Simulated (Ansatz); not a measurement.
Take GaP in the zinc blende structure (space group F-43m, No. 216; a = 5.451 Å) as the base. Axes: x, y, z lie along the cube axes.

Computed with Kohn–Sham DFT with the r2SCAN functional, run in Ansatz (a quantum-chemistry and plane-wave program) with PAW and 500 eV plane waves, no SOC.

Modification: a pure shear with ε_xy = ε_yx = 0.0200; the atoms relax in the strained cell.

**Question.** Predict the stress tensor and what it implies for the stiffness.

**Answer.** Stress of the strained cell less that of the base (GPa, compression positive):
```
   0.09   -2.93    0.00
  -2.93    0.09    0.00
   0.00    0.00   -0.02
```

Then −Δσ/γ with γ = 2ε = 0.0400 gives secant stiffness values (nonlinear terms included at this strain): C66 ≈ 73 GPa.

As a check, the harmonic strain energy −½ V₀ Δσ:ε is 7.4 meV/atom; the computed energy rise is 7.4 meV/atom.

Whether these cells are dynamically stable was not tested.
